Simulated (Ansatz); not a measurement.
A self-consistent single point of Al (Fm-3m, 1 atom in the cell) with Ansatz (an electronic-structure program).

Computed with PBEsol, harder PAW files (source: ansatz) made with PBE (plane waves; Ansatz).

The change in words: lattice scaled by 1.015. Reference geometry:
```
CELL_PARAMETERS angstrom
      0.00000     2.04976     2.04976
      2.04976     0.00000     2.04976
      2.04976     2.04976     0.00000
ATOMIC_POSITIONS crystal
  Al 0.00000 0.00000 0.00000
```

Reference input (self-consistent single point, DFT, PBEsol, plane waves, harder PAW files (source: ansatz) made with PBE): basis.ecutwfc = 900 eV; kpoints.mp_grid.grid = 11 11 11; hamiltonian.xc = pbesol; hamiltonian.pseudopotentials = {kind: paw, source: ansatz}; scf.occupations.method = fermi_dirac; scf.occupations.width = 0.136 eV. This run's input differs from it in these lines:

```diff
@@ -3,5 +3,5 @@
   lattice:
-    - [0.000000, 2.049757, 2.049757]
-    - [2.049757, 0.000000, 2.049757]
-    - [2.049757, 2.049757, 0.000000]
+    - [0.000000, 2.080503, 2.080503]
+    - [2.080503, 0.000000, 2.080503]
+    - [2.080503, 2.080503, 0.000000]
   atoms:
```

Output, abridged:

```
SCF iter   1: F=—  HF=-2418.129083 eV  |F-HF|=—  |Δ(HF+E_count)|=         —  Δρ=2.12e-2  dr2=8.58e-2  ethr=3.10e-3  ⟨swp⟩=6.0  Hψ=4422  notcnv=0
all-band conjugate gradients solve this SCF's bands
preconditioner: auto → none
SCF iter   2: F=—  HF=-2418.102296 eV  |F-HF|=—  |Δ(HF+E_count)|=   2.68e-2  Δρ=9.44e-3  dr2=1.60e-2  ethr=7.80e-4  ⟨swp⟩=2.0  Hψ=1231  notcnv=0  defer=11
SCF iter   3: F=—  HF=-2418.097354 eV  |F-HF|=—  |Δ(HF+E_count)|=   4.94e-3  Δρ=7.00e-4  dr2=7.01e-5  ethr=1.46e-4  ⟨swp⟩=2.2  Hψ=691  notcnv=0  defer=11
SCF iter   4: F=—  HF=-2418.097397 eV  |F-HF|=—  |Δ(HF+E_count)|=   4.33e-5  Δρ=1.06e-4  dr2=7.69e-7  ethr=6.38e-7  ⟨swp⟩=2.8  Hψ=884  notcnv=0  defer=11
SCF iter   5: F=-2418.097397 eV  HF=-2418.097397 eV  |F-HF|=1.67e-8  |Δ(HF+E_count)|=   8.22e-8  Δρ=1.26e-5  dr2=1.97e-8  ethr=9.09e-10  ⟨swp⟩=9.0  Hψ=3133  notcnv=0
SCF 1 converged in 5 iterations: F = -2418.097397 eV  dr2 = 1.97e-8
Stability not checked: this state was not tested for a lower state beside it, because too few of the mixer's solves of this state at the end of the SCF gave a …
Free energy (F): -2418.097397 eV
Internal energy: -2418.073890 eV  (E = F + TS)
E sigma→0 (E₀):  -2418.085644 eV
Entropy (-TS):   -0.023507 eV (-23.507 meV/atom)
Fermi energy:    8.935909 eV
--- Forces (eV/Å), atoms counted from 1 ---
  atom   1  Al    -0.00000000    -0.00000000     0.00000000
--- Stress (GPa, compression-positive) ---
       -6.826123      -0.000000      -0.000000
       -0.000000      -6.826123       0.000000
        0.000000      -0.000000      -6.826123
  P = ⅓ Tr σ = -6.8261 GPa (-68.261 kbar)
  The stress holds the Pulay correction. Without it, at fixed plane waves, as pw.x and ABINIT print it: P = -6.8374 GPa
```

The run converged in 5 iterations. Against the reference run the free energy goes up by 27.8 meV/atom and the pressure goes from -4.37 to -6.83 GPa.

The starting cell comes from a database of computed structures (which also holds hypothetical and non-ambient phases and stackings), without a prior relaxation at this level. Its lattice was rescaled by a random factor within 2.5 % of one. For this run, on top of that: lattice scaled by 1.015. Ansatz's pressure includes its estimate of the finite-basis (Pulay) stress.

Keys are those of Ansatz 0.2.
